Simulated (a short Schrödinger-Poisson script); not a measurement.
Structure: symmetric double-gate stack, HfO2 on p-type GaN, at 300 K.

| layer | material | thickness (nm) | Na (cm⁻³) |
|---|---|---|---|
| 1 | HfO2 | 5.9 | - |
| 2 | GaN | 8 | 6e17 |
| 3 | HfO2 | 5.9 | - |

Constants are typed, rounded textbook-type inputs, not results; the design itself was drawn at random and stands for no fabricated device. HfO2: permittivity 22, conduction-band edge (eV) 1.6, gap (eV) 5.7, electron mass (mₑ) 0.2. GaN: permittivity 9.5, conduction-band edge (eV) 0, gap (eV) 3.43, Nv at 300 K (cm⁻³) 4.6e19.

Channel valleys (confinement mass, in-plane density-of-states mass, number): Γ 0.2, 0.2, 1. At the gates, both at one voltage, the conduction-band edge of layer 1 lies 1.98 eV − eVg above the Fermi level of the channel. Gaps are held at their typed values at every temperature. Mesh 0.03 nm at interfaces.

From a short Schrödinger-Poisson script (our own, NumPy): 1D Poisson equation in equilibrium, electrons quantum, Hartree (BenDaniel-Duke, 12 states a valley, the channel's in-plane mass for all, wave functions ending at the dielectric), parabolic valleys, classical holes, full ionisation, no traps, pinning or gate leakage.

The same stack at other levels of the model or other numerical settings:

| run | sheet density of all electrons at Vg = 1.1 V (cm⁻²) | sheet density of all electrons at Vg = 0.5 V (cm⁻²) | capacitance of both gates at Vg = 1.1 V (μF/cm²) | gate voltage at 1e11 electrons/cm² (V) | rough cost against the base |
|---|---|---|---|---|---|
| base | 1.36e13 | 1.57e12 | 3.62 | 0.35 | about 1 |
| electrons treated as classical, Boltzmann | 2.32e13 | 2.79e12 | 6.03 | 0.33 | 0.09 |
| electrons treated as classical, Fermi-Dirac | 1.72e13 | 2.41e12 | 4.23 | 0.33 | 0.2 |
| electrons treated as quantum, Hartree plus LDA exchange-correlation | 1.46e13 | 1.95e12 | 3.74 | 0.34 | 2 |
| mesh six times as coarse | 1.36e13 | 1.57e12 | 3.62 | 0.35 | 0.3 |
| one subband a valley | 1.22e13 | 1.53e12 | 3.08 | 0.36 | 0.5 |

The classical rows ignore confinement, and Boltzmann statistics overrate the density once the band edge passes the Fermi level.

In real p-type GaN the Mg acceptor is only partly ionised, and so wide a gap doesn't supply an inversion layer without source and drain.
